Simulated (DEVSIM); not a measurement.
# GaP/Si p-n heterojunction

System: GaP/Si p-n heterojunction, at 300 K.

| layer (left to right) | material | thickness (μm) | Nd (cm⁻³) | Na (cm⁻³) | τn (s) | τp (s) |
|---|---|---|---|---|---|---|
| 1 | GaP | 0.0650 | - | 6.8e16 | 1.2e-5 | 4e-7 |
| 2 | Si | 2.50 | 1.3e18 | - | 4e-7 | 4e-7 |

Left contact: ohmic. Right contact: ohmic. Voltage is applied to the left contact. Recombination: SRH at mid-gap. Mobility is μmin + (μ − μmin)/(1 + (N/Nref)^α).

This is a model device: material constants are rounded textbook-type values typed into the input, and sizes, dopings and lifetimes were drawn at random. Values at 300 K.

| parameter | GaP | Si |
|---|---|---|
| gap (eV) | 2.26 | 1.124 |
| affinity (eV) | 3.8 | 4.05 |
| permittivity | 11.1 | 11.7 |
| Nc (cm⁻³) | 1.8e19 | 2.86e19 |
| Nv (cm⁻³) | 1.9e19 | 3.1e19 |
| μn (cm²/Vs) | 250 | 1417 |
| μp (cm²/Vs) | 150 | 470 |
| μn,min | 10 | 52 |
| μp,min | 10 | 45 |
| Nref,n | 4.4e18 | 9.7e16 |
| Nref,p | 1e18 | 2.2e17 |
| αn | 0.8 | 0.68 |
| αp | 0.85 | 0.72 |

DEVSIM, 1D drift-diffusion, Boltzmann statistics, complete ionisation; no tunnelling, impact ionisation, image-force lowering or self-heating. Band offsets follow the typed affinities; no thermionic-emission limit at abrupt steps, no polarisation charge.

* **Potential step across the device at zero bias**: 1.784 V
* **Largest field in the device at zero bias**: 280000 V/cm
* **Dark forward voltage at 1 A/cm²**: 1.450 V
* **Dark forward voltage at 100 A/cm²**: 1.593 V

Dark forward current:

```
V (V)  J (A/cm²)
-----  ---------
0.50     1.2e-14
0.55     6.3e-14
0.60     3.3e-13
0.65     1.7e-12
0.70     9.2e-12
0.75     4.9e-11
0.80     2.6e-10
0.85      1.4e-9
0.90      7.7e-9
0.95      4.2e-8
1.00      2.3e-7
1.05      1.2e-6
1.10      6.8e-6
1.15      3.7e-5
1.20     0.00021
1.25      0.0011
1.30      0.0062
1.35       0.034
1.40        0.19
1.45        1.00
1.50         5.3
1.55          27
1.60         120
```
